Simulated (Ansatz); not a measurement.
What uniaxial strain ε_zz = +1.80 % does to ZnS

Start from ZnS in the wurtzite structure (space group P6_3mc, No. 186; a = 3.782 Å, c = 6.208 Å). Axes: x lies along a and z along c of the hexagonal cell.

Perturbation: the cell is stretched by 1.80 % along z with no lateral relaxation; the atoms relax in the strained cell.

Computed with PBEsol/PAW in Ansatz (a program for electronic structure), no spin-orbit coupling. Settings: 10×10×6 k-points, 0.05 eV Fermi–Dirac smearing.

```tsv
quantity	base	changed	shift
space group	P6_3mc (No. 186)	P6_3mc (No. 186)	–
shortest interatomic distance	2.319 Å	2.330 Å	+0.011 Å
energy relative to the base (free energy F)	0 meV/atom	+2.9 meV/atom	+2.9 meV/atom
pressure (mean of the normal stresses, compression positive)	0.00 GPa	-1.39 GPa	-1.39 GPa
band gap	2.15 eV	2.02 eV	-0.137 eV
gap character	direct at Γ	direct at Γ	–
width of the top valence band	2.23 eV	2.22 eV	-0.018 eV
electron mass	0.16 mₑ along c, 0.18 mₑ across (at Γ)	0.15 mₑ along z, 0.18 mₑ across (at Γ)	–
valence-band top at Γ (three highest levels, from the VBM)	0.00, 0.00, -0.09 eV	0.00, 0.00, -0.18 eV	–
stress (xx, yy, zz, yz, xz, xy; compression positive)	–	(-0.78, -0.78, -2.60, 0.00, 0.00, 0.00) GPa	–
```

Effective masses come from finite differences of ±0.01 Å⁻¹. No phonon test of stability was made.
